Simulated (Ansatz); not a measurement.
CdSe under load (space group Imm2), Ansatz (a quantum-chemistry and plane-wave program) with r2SCAN with spin-orbit coupling, rigid bands. Condition of this run: uniaxial stress along [110] of -2 GPa (compression positive) (the target of the relaxation). Band gap 0.81 eV, N_c = 7.53e17 cm⁻³ and N_v = 9.54e18 cm⁻³ at 300 K, conductivity masses along x (a = (0.07, 3.15, 2.94) Å; b = (3.15, 0.07, 2.94) Å; c = (3.22, 3.22, 0.00) Å) of 0.104 mₑ (electrons) and 0.727 mₑ (holes). Take k_BT = 0.02585 eV.

What built-in voltage has an abrupt junction with N_A = 1e17 and N_D = 1e17 cm⁻³, all dopants ionised?

V_bi = E_g/e − (k_BT/e) ln(N_c N_v/(N_A N_D)) = 0.81 − 0.02585 × 6.58 = 0.64 V, for the computed gap.

Find the intrinsic carrier density and the intrinsic Fermi level.

n_i = √(N_c N_v) exp(−E_g/2k_BT) = 2.68e18 × exp(−15.67) = 4.2e11 cm⁻³. The level lies (k_BT/2) ln(N_v/N_c) = 33 meV from mid-gap (positive towards the conduction band). Each 0.1 eV added to the gap lowers n_i by a factor of 6.9.

What thermal injection velocity √(2k_BT/πm) limits a ballistic channel along the direction named?

1.67e7 cm/s for electrons and 6.31e6 cm/s for holes, a ratio of √(m_h/m_e) = 2.64, for dilute carriers.

Rigid bands with the computed gap; masses take one relaxation time for all states.
